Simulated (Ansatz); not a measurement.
Ansatz (a program for electronic structure) run on Au (P-1, 2 atoms in the cell): self-consistent single point

Level of theory: LDA (PW92), default PAW files made with PBE (plane waves; Ansatz).

This input was run:

Ansatz 0.2 input:
```yaml
# Au
crystal:
  lattice:
    - [2.829567, 0.000000, 0.000000]
    - [-0.013020, 2.834281, 0.000000]
    - [-1.143585, -1.191337, 4.948638]
  atoms:
    - { symbol: Au, position: [0.331243, 0.338287, 0.736044] }
    - { symbol: Au, position: [0.672860, 0.665960, 0.274060] }
basis:
  ecutwfc: 420.0
kpoints:
  mp_grid:
    grid: [12, 12, 7]
hamiltonian:
  xc: lda
  pseudopotentials:
    kind: paw
scf:
  occupations:
    method: gaussian
    width: 0.1
output:
  forces: true
  eigenvalues: true
  stress: true
```

The program printed (abridged):

```
WARN ansatz: RAYON_NUM_THREADS=1 ignored (pool sized by the plan → 1); use --threads N
Pseudopotentials: kind: paw
Pseudopotential: Au, paw, valence charge 19
Crystal: 2 atoms, lattice volume = 39.687 Å³
Basis set: ecut = 420 eV, 779 PW (Γ)
Bands: 23, of which v1, the nominal top of the filled ones, is band 19 counted from 1 (18 counted from 0)
Symmetry: 2 space group operations
Space group: P-1 (ITA 2), of the structure as read, at distance tolerance 3.4e-5 Å
k-points: 506 of 1008
PAW frozen core: Au, regenerated for the run's functional, and the local potential with it
Initial density: superposition of atomic densities (neutral atoms: chi_scale 0, normalization atom), corrected by the library's trained network
Initial wavefunctions: pseudopotential atomic-orbital guess
Eigensolver: davidson
Functional: x = slater, c = lda
SCF iter   1: F=—  HF=-25729.413307 eV  |F-HF|=—  |Δ(HF+E_count)|=         —  Δρ=8.05e-3  dr2=1.98e-2  ethr=1.77e-3  ⟨swp⟩=4.9  Hψ=43888  notcnv=0
all-band conjugate gradients solve this SCF's bands
preconditioner: auto → Kerker (q_TF=auto, 2.709 Å⁻¹)
SCF iter   2: F=—  HF=-25729.409724 eV  |F-HF|=—  |Δ(HF+E_count)|=   3.58e-3  Δρ=3.72e-3  dr2=3.50e-3  ethr=5.20e-5  ⟨swp⟩=2.0  Hψ=21098  notcnv=0
SCF iter   3: F=—  HF=-25729.408569 eV  |F-HF|=—  |Δ(HF+E_count)|=   1.16e-3  Δρ=7.40e-4  dr2=1.23e-4  ethr=9.21e-6  ⟨swp⟩=2.0  Hψ=15320  notcnv=0
SCF iter   4: F=—  HF=-25729.408555 eV  |F-HF|=—  |Δ(HF+E_count)|=   1.33e-5  Δρ=1.52e-4  dr2=9.56e-6  ethr=3.22e-7  ⟨swp⟩=2.5  Hψ=19616  notcnv=0
SCF iter   5: F=—  HF=-25729.408556 eV  |F-HF|=—  |Δ(HF+E_count)|=   2.23e-7  Δρ=4.34e-5  dr2=1.33e-6  ethr=2.52e-8  ⟨swp⟩=2.0  Hψ=17074  notcnv=0
SCF iter   6: F=-25729.408555 eV  HF=-25729.408555 eV  |F-HF|=2.55e-8  |Δ(HF+E_count)|=   1.87e-7  Δρ=1.00e-5  dr2=5.81e-8  ethr=2.63e-10  ⟨swp⟩=3.9  Hψ=50191  notcnv=0
SCF 1 converged in 6 iterations: F = -25729.408555 eV  dr2 = 5.81e-8
SCF converged after 6 iterations
Free energy (F): -25729.408555 eV
Harris-Foulkes:  -25729.408555 eV  (|F-HF|=2.55e-8)
Internal energy: -25729.405157 eV  (E = F + TS)
E sigma→0 (E₀):  -25729.406856 eV
Entropy (-TS):   -0.003399 eV (-1.699 meV/atom)
Fermi energy:    16.175011 eV
--- Per-component energies (eV) ---
  E_band       = -559.512427
  E_kinetic    = 1206.966236
  E_local      = -4003.507911  (includes V_loc(G=0)·N_el)
  E_nonlocal   = 162.716303
  E_hartree    = 1678.074013
  E_xc         = -451.285526
  E_vxc        = -547.222015  (∫ρ·V_xc dr)
  E_paw        = -18846.930007  (= ΣΔE_a)
  E_vpaw       = -734.610658  (= ΣTr[D̂ρ^β])
  E_aug_tail   = 0.002601  (compensation charges beyond the density's cutoff)
  E_ewald      = -5476.486299
  E_core_change = 1.045435  (= ΣΔE_core)
  E_smearing   = -0.003399  (= −TS)
  E_closure    = -0.000000  (closes the sum)
  Σ components = -25729.408555   (vs F -25729.408555, Δ=0.00e0)
--- Forces (eV/Å), atoms counted from 1 ---
  atom   1  Au    -0.05471178    -0.04533988    -0.44100138
  atom   2  Au     0.05471178     0.04533988     0.44100138
  max |Σ_I F_I| component: 0.00e0 eV/Å
--- Stress (GPa, compression-positive) ---
      -14.125837       0.191104       0.435719
        0.191104     -14.380509       0.282698
        0.435719       0.282698     -11.286160
  P = ⅓ Tr σ = -13.2642 GPa (-132.642 kbar)
  The stress holds the Pulay correction. Without it, at fixed plane waves, as pw.x and ABINIT print it: P = -13.2962 GPa
--- Band table (eV; the first three rows and the last of 506) ---
  k-point 0: bands = ["-88.8543", "-88.8453", "-40.2746", "-40.0949", "-40.0920", "-40.0894", "-40.0864", "-40.0768", "7.8059", "10.3222", "10.6609", "11.0739", "11.5423", "13.4788", "13.4989", "13.8450", "13.9179", "14.2624", "14.5992", "16.1647", [...]
  k-point 1: bands = ["-88.8538", "-88.8457", "-40.2661", "-40.0978", "-40.0975", "-40.0911", "-40.0835", "-40.0784", "7.9563", "10.2440", "10.6185", "11.1253", "11.5963", "13.2517", "13.2821", "14.1001", "14.1173", "14.2763", "14.5896", "15.1745", [...]
  k-point 2: bands = ["-88.8527", "-88.8469", "-40.2428", "-40.1168", "-40.1019", "-40.0978", "-40.0795", "-40.0760", "8.3768", "10.0620", "10.5471", "11.2168", "11.6095", "12.9769", "13.0165", "13.8603", "14.2891", "14.4153", "14.4353", "14.5772", [...]
  k-point 505: bands = ["-88.8419", "-88.8367", "-40.2435", "-40.2332", "-40.2260", "-40.2121", "-40.1789", "-40.0921", "10.5168", "10.8373", "11.0209", "11.5567", "12.3789", "12.5143", "13.8319", "14.6549", "15.3748", "15.4140", "19.2554", [...]
```

The run converged in 6 iterations.

The starting cell comes from a database of computed structures (which also holds hypothetical and non-ambient phases and stackings), without a prior relaxation at this level. Its lattice was rescaled by up to half a per cent. One atom was moved a little off its site on purpose. Spin-orbit coupling is off. With a pressure of about -13 GPa the cell is away from its equilibrium volume at this level. Ansatz's pressure includes its estimate of the finite-basis (Pulay) stress.
